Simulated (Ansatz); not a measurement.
Input and output of a self-consistent single point for Re₃B (Pm-3n, 8 atoms in the cell) (Ansatz, a quantum-chemistry and plane-wave program)

Method of the run: PBE (plane waves, PAW; Ansatz).

Input:

Ansatz 0.2 input:
```yaml
crystal:
  lattice:
    - [4.900832, 0.000000, 0.000000]
    - [0.000000, 4.900832, 0.000000]
    - [0.000000, 0.000000, 4.900832]
  atoms:
    - { symbol: Re, position: [0.250000, 0.000000, 0.500000] }
    - { symbol: Re, position: [0.750000, 0.000000, 0.500000] }
    - { symbol: Re, position: [0.000000, 0.500000, 0.250000] }
    - { symbol: Re, position: [0.000000, 0.500000, 0.750000] }
    - { symbol: Re, position: [0.500000, 0.250000, 0.000000] }
    - { symbol: Re, position: [0.500000, 0.750000, 0.000000] }
    - { symbol: B, position: [0.000000, 0.000000, 0.000000] }
    - { symbol: B, position: [0.500000, 0.500000, 0.500000] }
kpoints:
  mp_grid:
    grid: [7, 7, 7]
hamiltonian:
  xc: pbe
  pseudopotentials:
    kind: paw
scf:
  occupations:
    method: cold
    width: 0.2
output:
  forces: true
  eigenvalues: true
  stress: true
```

Output, abridged:

```
WARN basis.ecutwfc = 420 eV, the default
WARN ansatz: RAYON_NUM_THREADS=1 ignored (pool sized by the plan → 1); use --threads N
Pseudopotentials: kind: paw
Pseudopotential: Re, paw, valence charge 15
Pseudopotential: B, paw, valence charge 3
Crystal: 8 atoms, lattice volume = 117.709 Å³
Basis set: ecut = 420 eV, 2325 PW (Γ), exchange–correlation on 72×72×72 points (8 copies of the dense FFT grid, shifted against one another)
Bands: 58, of which v1, the nominal top of the filled ones, is band 48 counted from 1 (47 counted from 0)
Symmetry: 48 space group operations
Space group: Pm-3n (ITA 223), of the structure as read, at distance tolerance 4.9e-5 Å
k-points: 20 of 343
Initial density: superposition of atomic densities (neutral atoms: chi_scale 0, normalization atom), corrected by the library's trained network
Initial wavefunctions: pseudopotential atomic-orbital guess
Eigensolver: davidson
Functional: x = pbe(κ = 0.804, μ = 0.2195149727645171), c = pbe(β = 0.06672455060314922)
SCF iter   1: F=—  HF=-65514.171825 eV  |F-HF|=—  |Δ(HF+E_count)|=         —  Δρ=9.93e-3  dr2=6.85e-2  ethr=1.77e-3  ⟨swp⟩=4.3  Hψ=3614  notcnv=0
all-band conjugate gradients solve this SCF's bands
preconditioner: auto → Kerker (q_TF=auto, 2.637 Å⁻¹)
SCF iter   2: F=—  HF=-65514.161080 eV  |F-HF|=—  |Δ(HF+E_count)|=   1.07e-2  S|Δr|=    0.00e0  Δρ=5.76e-3  dr2=2.36e-2  ethr=7.13e-5  ⟨swp⟩=1.1  Hψ=1342  notcnv=0
SCF iter   3: F=—  HF=-65514.155237 eV  |F-HF|=—  |Δ(HF+E_count)|=   5.84e-3  S|Δr|=    0.00e0  Δρ=5.29e-4  dr2=1.44e-4  ethr=2.46e-5  ⟨swp⟩=2.0  Hψ=1585  notcnv=0
SCF iter   4: F=—  HF=-65514.155229 eV  |F-HF|=—  |Δ(HF+E_count)|=   7.74e-6  S|Δr|=    0.00e0  Δρ=1.05e-4  dr2=8.92e-6  ethr=1.50e-7  ⟨swp⟩=2.1  Hψ=1991  notcnv=0
SCF iter   5: F=—  HF=-65514.155237 eV  |F-HF|=—  |Δ(HF+E_count)|=   8.11e-6  S|Δr|=    0.00e0  Δρ=1.58e-5  dr2=1.56e-7  ethr=9.29e-9  ⟨swp⟩=2.5  Hψ=1941  notcnv=0
SCF iter   6: F=-65514.155237 eV  HF=-65514.155237 eV  |F-HF|=5.31e-10  |Δ(HF+E_count)|=   1.50e-8  S|Δr|=    0.00e0  Δρ=2.14e-6  dr2=3.45e-9  ethr=1.04e-10  ⟨swp⟩=7.6  Hψ=4146  notcnv=0
SCF 1 converged in 6 iterations: F = -65514.155237 eV  dr2 = 3.45e-9
SCF converged after 6 iterations
Stability not checked (fill_not_monotonic)
Free energy (F): -65514.155237 eV
Harris-Foulkes:  -65514.155237 eV  (|F-HF|=5.31e-10)
Internal energy: -65514.136486 eV  (E = F + TS)
E sigma→0 (E₀):  -65514.148987 eV
Entropy (-TS):   -0.018751 eV (-2.344 meV/atom)
Fermi energy:    19.868626 eV
--- Per-component energies (eV) ---
  E_band       = -801.836434
  E_kinetic    = 3300.356386
  E_local      = -6055.468679  (includes V_loc(G=0)·N_el)
  E_nonlocal   = 319.208791
  E_hartree    = 2187.851060
  E_xc         = -2470.453929
  E_vxc        = -1878.106104  (∫ρ·V_xc dr)
  E_paw        = -52110.535475  (= ΣΔE_a)
  E_vpaw       = -863.529477  (= ΣTr[D̂ρ^β])
  E_aug_tail   = -0.000481  (compensation charges beyond the density's cutoff)
  E_ewald      = -10685.094159
  E_smearing   = -0.018751  (= −TS)
  E_closure    = -0.000000  (closes the sum)
  Σ components = -65514.155237   (vs F -65514.155237, Δ=0.00e0)
--- Forces (eV/Å), atoms counted from 1 ---
  atom   1  Re    -0.00000000     0.00000000    -0.00000000
   [... zero for the other atoms too ...]
  max |Σ_I F_I| component: 1.04e-17 eV/Å
--- Stress (GPa, compression-positive) ---
      -26.797021       0.000000       0.000000
        0.000000     -26.797021       0.000000
        0.000000       0.000000     -26.797021
  P = ⅓ Tr σ = -26.7970 GPa (-267.970 kbar)
  The stress holds the Pulay correction. Without it, at fixed plane waves, as pw.x and ABINIT print it: P = -26.9437 GPa
--- Band table (eV; the first three rows and the last of 20) ---
  k-point 0: bands = ["-61.0098", "-60.9746", "-60.9746", "-60.8267", "-60.8267", "-60.8267", "-23.7992", "-23.7992", "-23.6605", "-23.0343", "-23.0343", "-23.0343", "-22.7025", "-22.7025", "-22.7025", "-22.6990", "-22.6990", "-22.6990", "-22.6061", [...]
  k-point 1: bands = ["-61.0064", "-60.9758", "-60.9691", "-60.8346", "-60.8267", "-60.8267", "-23.7962", "-23.7603", "-23.6252", "-23.0315", "-23.0315", "-23.0155", "-22.7331", "-22.7331", "-22.7145", "-22.6977", "-22.6652", "-22.6652", "-22.6121", [...]
  k-point 2: bands = ["-60.9990", "-60.9794", "-60.9512", "-60.8566", "-60.8267", "-60.8267", "-23.7876", "-23.7433", "-23.4293", "-23.0253", "-23.0253", "-22.9644", "-22.7581", "-22.7540", "-22.7540", "-22.6844", "-22.6410", "-22.6410", "-22.6243", [...]
  k-point 19: bands = ["-60.9279", "-60.9232", "-60.9232", "-60.8901", "-60.8901", "-60.8871", "-23.1343", "-23.1343", "-23.1196", "-22.9502", "-22.9500", "-22.8543", "-22.8543", "-22.8069", "-22.7499", "-22.7175", "-22.7175", "-22.6682", [...]
```

The run converged in 6 iterations.

The starting cell was generated: these elements placed on a structure prototype, without a prior relaxation; it need not be a known phase or ordering of this composition. Its lattice was rescaled by a random factor within 2.5 % of one. Spin-orbit coupling is off. Spin polarisation is off. With a pressure of about -27 GPa the cell is away from its equilibrium volume at this level. Ansatz's pressure includes its estimate of the finite-basis (Pulay) stress.
